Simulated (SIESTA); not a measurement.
## A self-consistent single point of Bi2Te2Se (R3m, 5 atoms in the cell) with SIESTA

Method of the run: LDA PW92, numerical atomic orbitals DZP, PseudoDojo LDA standard norm-conserving potentials (rewritten from UPF to PSML) run with SIESTA.

The input file:

```
# files in the folder: Bi.psml Te.psml Se.psml (PseudoDojo LDA standard)
SystemName  Bi2Te2Se
SystemLabel bi2te2se

NumberOfAtoms                5
NumberOfSpecies              3
%block ChemicalSpeciesLabel
  1 83 Bi
  2 52 Te
  3 34 Se
%endblock ChemicalSpeciesLabel
LatticeConstant              1.0 Ang
%block LatticeVectors
     2.167453000    1.251380000   10.617327000
    -2.167453000    1.251380000   10.617327000
     0.000000000   -2.502759000   10.617327000
%endblock LatticeVectors
AtomicCoordinatesFormat      ScaledCartesian
%block AtomicCoordinatesAndAtomicSpecies
     0.000000000    0.000000610   19.425026169  1
     0.000000000    0.000000392   12.476962441  1
    -0.000000000    0.000000220    6.994695028  2
     0.000000000    0.000000780   24.857285972  2
     0.000000000    0.000000000    0.000000000  3
%endblock AtomicCoordinatesAndAtomicSpecies

XC.functional                LDA
XC.authors                   PW92
PAO.BasisSize                DZP
PAO.EnergyShift              0.005 Ry
MeshCutoff                   350 Ry
%block kgrid.MonkhorstPack
    3   0   0  0.0
    0   3   0  0.0
    0   0   3  0.0
%endblock kgrid.MonkhorstPack
OccupationFunction           FD
ElectronicTemperature        10 K

MaxSCFIterations             150
SCF.Mixer.Method             Broyden
SCF.Mixer.Weight             0.1
SCF.Mixer.History            8
SCF.DM.Tolerance             1.0E-04
Diag.ParallelOverK           true
WriteForces                  true
Charge.Mulliken              end
```

The program printed (abridged):

```
reinit: Reading from file input.fdf

reinit: System Name: Bi2Te2Se
reinit: System Label: bi2te2se

coor:   Atomic-coordinates input format  =     Cartesian coordinates
coor:                                          (in units of alat)

siesta: Atomic coordinates (Bohr) and species
siesta:      0.00000   0.00000  36.70798  1        1
siesta:      0.00000   0.00000  23.57804  1        2
siesta:     -0.00000   0.00000  13.21806  2        3
siesta:      0.00000   0.00000  46.97346  2        4
siesta:      0.00000   0.00000   0.00000  3        5

siesta: System type = bulk

initatomlists: Number of atoms, orbitals, and projectors:      5    90   148

siesta: ******************** Simulation parameters ****************************
redata: Spin configuration                          = none
redata: Time-Reversal Symmetry                      = T
redata: Number of Atomic Species                    =        3
redata: Mesh Cutoff                                 =   350.0000 Ry
redata: Net charge of the system                    =     0.0000 |e|
redata: Min. number of SCF Iter                     =        0
redata: Max. number of SCF Iter                     =      150
redata: SCF convergence failure will abort job
redata: SCF mix quantity                            = Hamiltonian
redata: Mix DM or H after convergence               =   F
redata: Recompute H after scf cycle                 =   F
redata: Mix DM in first SCF step                    =   T
redata: No kicks to SCF
redata: DM Mixing Weight for Kicks                  =     0.5000
redata: Require Harris convergence for SCF          =   F
redata: Harris energy tolerance for SCF             =     0.000100 eV
redata: Require DM convergence for SCF              =   T
redata: DM tolerance for SCF                        =     0.000100
redata: Require EDM convergence for SCF             =   F
redata: EDM tolerance for SCF                       =     0.001000 eV
   [... lines left out ...]
diag: Parallel distribution                         =     1 x     1
diag: Used triangular part                          = Lower
diag: Absolute tolerance                            =  0.100E-15
diag: Orthogonalization factor                      =  0.100E-05
diag: Memory factor                                 =  1.0000

superc: Internal auxiliary supercell:     5 x     5 x     5  =     125
superc: Number of atoms, orbitals, and projectors:    625  11250  18500

                        Single-point calculation

superc: Internal auxiliary supercell:     5 x     5 x     5  =     125
superc: Number of atoms, orbitals, and projectors:    625  11250  18500

outcell: Unit cell vectors (Ang):
        2.167453    1.251380   10.617327
       -2.167453    1.251380   10.617327
        0.000000   -2.502759   10.617327

outcell: Cell vector modules (Ang)   :   10.908320   10.908320   10.908320
outcell: Cell angles (23,13,12) (deg):     22.9216     22.9216     22.9216
outcell: Cell volume (Ang**3)        :    172.7847
new_DM -- step:     1
Initializing Density Matrix...

Attempting to read DM from file... Failed...
DM filled with atomic data:

InitMesh: MESH = 120 x 120 x 120 = 1728000
InitMesh: Mesh cutoff (required, used) =   350.000   353.048 Ry

stepf: Fermi-Dirac step function
        iscf     Eharris(eV)        E_KS(eV)     FreeEng(eV)     dDmax    Ef(eV) dHmax(eV)
   scf:    1   -13428.448752   -13428.913259   -13428.913259  0.603113 -4.351306  5.349142
   scf:    2   -13430.790357   -13430.158109   -13430.158109  0.087633 -4.407150  3.036456
   scf:    3   -13430.645203   -13430.423123   -13430.423123  0.024466 -4.319640  2.125856
   scf:    4   -13430.735353   -13430.654382   -13430.654382  0.077027 -4.413561  0.868777
   scf:    5   -13430.628893   -13430.657198   -13430.657198  0.034411 -4.493386  0.682647
   scf:    6   -13430.536576   -13430.643357   -13430.643357  0.037260 -4.368912  1.135768
   [... 5 lines left out ...]
   scf:   12   -13430.679006   -13430.679005   -13430.679005  0.000068 -4.555990  0.002526
   scf:   13   -13430.679006   -13430.679006   -13430.679006  0.000028 -4.556444  0.001993
   scf:   14   -13430.679006   -13430.679006   -13430.679006  0.000023 -4.556783  0.001533
   scf:   15   -13430.679006   -13430.679006   -13430.679006  0.000018 -4.557026  0.001216
   scf:   16   -13430.679006   -13430.679006   -13430.679006  0.000013 -4.557217  0.000959
SCF Convergence by DM+H criterion
max |DM_out - DM_in|         :     0.0000132869
max |H_out - H_in|      (eV) :     0.0009589922
SCF cycle converged after 16 iterations

Using DM_out to compute the final energy and forces

siesta: E_KS(eV) =           -13430.6790

siesta: E_KS - E_eggbox =    -13430.6790

siesta: Atomic forces (eV/Ang):
     1    0.000000   -0.000000   -0.343740
     2   -0.000000    0.000000    0.044395
     3   -0.000000    0.000000    0.195302
     4   -0.000000   -0.000001    0.018067
     5    0.000000   -0.000000    0.085914
   Tot   -0.000000    0.000000   -0.000062
   Max    0.343740
   Res    0.105192    sqrt( Sum f_i^2 / 3N )
   Max    0.343740    constrained

Stress tensor Voigt[x,y,z,yz,xz,xy] (kbar):       17.50       17.50       27.20        0.00       -0.00        0.00
(Free)E + p*V (eV/cell)   -13432.9150
Target enthalpy (eV/cell)   -13430.6790

siesta: Program's energy decomposition (eV):
siesta: Ebs     =     -2161.934665
siesta: Eions   =     14719.005304
siesta: Ena     =       814.639146
siesta: Ekin    =      7330.483272
siesta: Enl     =     -3775.253208
siesta: Eso     =         0.000000
siesta: Edftu   =         0.000000
siesta: DEna    =        31.292170
siesta: DUscf   =         0.662644
siesta: DUext   =         0.000000
siesta: Ex      =     -2865.725481
siesta: Ec      =      -247.772245
siesta: Exc     =     -3113.497726
siesta: Eharris =    -13430.679006
siesta: Etot    =    -13430.679006
siesta: FreeEng =    -13430.679006

siesta: Atomic forces (eV/Ang):
siesta:      1    0.000000   -0.000000   -0.343740
siesta:      2   -0.000000    0.000000    0.044395
siesta:      3   -0.000000    0.000000    0.195302
siesta:      4   -0.000000   -0.000001    0.018067
siesta:      5    0.000000   -0.000000    0.085914
siesta: ----------------------------------------
siesta:    Tot   -0.000000    0.000000   -0.000062

siesta: Stress tensor (static) (eV/Ang**3):
siesta:     0.010923    0.000000    0.000000
siesta:     0.000000    0.010923    0.000000
siesta:    -0.000000    0.000000    0.016977

siesta: Cell volume =        172.784677 Ang**3

siesta: Pressure (static):
   [... lines left out ...]
siesta:         -20.73410100         -7.42075755  kBar
   [... lines left out ...]
              1.996   1.988   2.005   1.988   1.996   0.113   0.182   0.068

              0.182   0.113

Species: Te
Atom  Qatom  Qorb
               5s      5s      5py     5pz     5px     5py     5pz     5px
               4dxy    4dyz    4dz2    4dxz    4dx2-y2 5dxy    5dyz    5dz2
               5dxz    5dx2-y2
   3 16.030   1.735   0.097   1.231   1.231   1.231   0.101   0.092   0.101
              2.001   2.002   2.002   2.002   2.001   0.032   0.055   0.028

              0.055   0.032
   4 16.021   1.728   0.100   1.204   1.246   1.204   0.113   0.095   0.113
              2.001   2.002   2.002   2.002   2.001   0.034   0.057   0.029

              0.057   0.034

Species: Se
Atom  Qatom  Qorb
               4s      4s      4py     4pz     4px     4py     4pz     4px
               3dxy    3dyz    3dz2    3dxz    3dx2-y2 4dxy    4dyz    4dz2
               4dxz    4dx2-y2
   5 16.131   1.714   0.094   1.396   1.257   1.396   0.027   0.086   0.027
              2.003   2.004   2.002   2.004   2.003   0.020   0.036   0.008

              0.036   0.020

mulliken: Qtot =       78.000

Mulliken Atomic Populations:
Atom #   charge [q] valence [e]  Species
     1     0.090929   14.909071  Bi
     2     0.091187   14.908813  Bi
     3    -0.029893   16.029893  Te
     4    -0.021356   16.021356  Te
     5    -0.130868   16.130868  Se
 Total     0.000000
```

The run converged in 16 iterations.

The starting cell comes from a database of computed structures (which also holds hypothetical and non-ambient phases and stackings), without a prior relaxation at this level. Its lattice was rescaled by up to half a per cent. One atom was moved a little off its site on purpose. Values carry the incompleteness of an atom-centred basis.

Cost on one core of a shared machine: roughly 7 min.
